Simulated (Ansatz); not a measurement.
The reference is CsPbCl3 in the cubic perovskite structure (space group Pm-3m, No. 221; a = 5.5209 Å). Axes: x, y, z lie along the cube axes.

One thing is altered: biaxial strain +2.50 %, plane normal [111], relaxed out of plane (Cartesian); in-plane vectors clamped, the third vector and the atoms free.

Calculations: LDA (Ansatz, a quantum-chemistry and plane-wave program, PAW, without spin-orbit coupling).

### Question
Give the band edges at the high-symmetry points of the new zone, measured from its valence-band maximum.

### Answer
```tsv
point	valence edge (eV)	conduction edge (eV)
Γ	-2.59	2.84
L	-1.78	2.79
T	0.00	1.41
P₀	-0.14	1.55
P₂	-0.14	1.55
F	-0.86	2.17
```

The gap is 1.41 eV, direct at T.

Spin-orbit coupling, missing from the scalar runs, can matter with Pb. Whether these cells are dynamically stable was not tested. Many cubic perovskites are stable only at high temperature; tilts and polar distortions were not tested. This is not the structure that CsPbCl3 has at room temperature and ambient pressure. k-point labels follow each cell's own Brillouin zone.
